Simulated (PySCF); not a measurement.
PySCF 2.14.0, R2SCAN/def2-svp, df: C=C=C[Si@@H]1N[SiH2]O[SiH2]1, 17 atoms. The geometry is a generated start, not checked to be a minimum at this level.

```yaml
task: energy and gradient
method: r2scan
basis: def2-svp
two_electron_scheme: density fitting
mol.max_memory: 7000 MB
mf.init_guess: minao (default)
mf.DIIS: CDIIS (default)
mf.diis_space: 8 (default)
mf.conv_tol: 1e-09 (default)
basis functions (reference run): 169
grid points (reference run): 1388088
```

```xyz
17

C      3.3740    -0.0487     0.6052
C      2.2029    -0.5830     0.4394
C      1.0349    -1.1284     0.2856
Si    -0.1671    -0.4720    -0.9065
N     -0.2875     1.2387    -0.7674
Si    -1.5776     1.6345     0.2838
O     -2.7135     0.3939     0.2016
Si    -2.3676    -1.1609    -0.3616
H      3.7310     0.2063     1.5965
H      4.0220     0.1388    -0.2436
H      0.7688    -2.0196     0.8408
H      0.2037    -0.8014    -2.3032
H      0.5782     1.6136    -0.3932
H     -2.1605     2.9223    -0.1393
H     -1.0187     1.7057     1.6489
H     -2.4084    -2.1477     0.7506
H     -3.2146    -1.4921    -1.5377
```
Charge 0, spin multiplicity 1.

The reference run has mf.grids.level = 8; it is not itself proven converged. Each setting ran once; only counts and results are compared.

Measured:

| setting | grid points | energy against the reference | difference in forces (largest component) |
|---|---|---|---|
| the reference | 1388088 | — | — |
| mf.grids.level = 6 | 814640 | −0.0065 meV/atom | 2.7 meV/Å |
| mf.grids.level = 5 | 556544 | +0.013 meV/atom | 3.0 meV/Å |
| mf.grids.level = 4 | 370088 | −0.048 meV/atom | 9.0 meV/Å |
| mf.grids.level = 2 | 139952 | +0.056 meV/atom | 31 meV/Å |
| mf.grids.level = 1 | 67328 | −0.25 meV/atom | 90 meV/Å |
| mf.grids.level = 0 | 15864 | +230 meV/atom | 750 meV/Å |

Estimate the difference from the reference for mf.grids.level = 3 (default).

grid points: 216152; energy against the reference: +0.032 meV/atom; difference in forces (largest component): 4.4 meV/Å. Total energies are compared; such shifts often cancel in part in energy differences. The gradients leave out the derivatives of the grid weights.
